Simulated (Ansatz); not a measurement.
A calculation on CaTiO3 (Pnma, No. 62) returned equilibrium volume per atom 11.01 Å³/atom, bulk modulus 186 GPa, band gap 2.43 eV.

### Question
Which level of theory produced these numbers?
A. PBEsol (Ansatz, a quantum-chemistry and plane-wave program)
B. LDA (Ansatz)
C. rVV10 (Ansatz)
D. BLYP (Ansatz)

### Answer
A, PBEsol (Ansatz)

The others give: LDA 10.68 Å³/atom, 202 GPa, 2.43 eV; rVV10 11.45 Å³/atom, 176 GPa, 2.38 eV; BLYP 11.68 Å³/atom, 165 GPa, 2.36 eV.

Unless a cell is named, each level is at its own relaxed cell (BLYP 11.68, LDA 10.68, PBEsol 11.01, rVV10 11.45 Å³/atom).

Density-functional gaps are differences of (generalised) Kohn–Sham levels.

Caveats: the relaxation could not lower the start's symmetry, so the cell can be a saddle point above a distorted one (LDA, rVV10, BLYP, PBEsol). Ansatz's density-functional and Hartree–Fock values are scalar-relativistic unless marked +SOC, with PAW data made under PBE.
